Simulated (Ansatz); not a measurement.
SiO₂ (P4₁2₁2, No. 92), treated with PBEsol (Ansatz, a program for electronic structure, plane waves, PAW).

Run with plane-wave cutoff 520 eV, 8×8×6 k mesh (along the axes of the cell as run), scalar-relativistic PAW data made under PBE.

Computed at the level's own relaxed cell.

Elastic tensor (GPa, Voigt notation, ions relaxed):

```
   52.0     3.1    -8.3     0.0     0.0     0.0
    3.1    52.0    -8.3     0.0     0.0     0.0
   -8.3    -8.3    43.7     0.0     0.0     0.0
    0.0     0.0     0.0    70.5     0.0     0.0
    0.0     0.0     0.0     0.0    70.5     0.0
    0.0     0.0     0.0     0.0     0.0    26.1
```

Problem. Work out the Voigt, Reuss and Hill averages of the bulk and shear moduli, Young's modulus and Poisson's ratio from the printed constants.

Solution. K_V = [C11 + C22 + C33 + 2(C12 + C13 + C23)]/9 = [147.7 + 2 × -13.5]/9 = 13.4 GPa. G_V = [147.7 − -13.5 + 3 × 167.1]/15 = 44.2 GPa. From the compliances S = C⁻¹, K_R = 12.9 and G_R = 35.0 GPa. Hill means: K = 13.2, G = 39.6 GPa. E = 9KG/(3K + G) = 59 GPa, ν = (3K − 2G)/(6K + 2G) = -0.25, K/G = 0.33.

Static lattice: no zero-point or thermal effects.
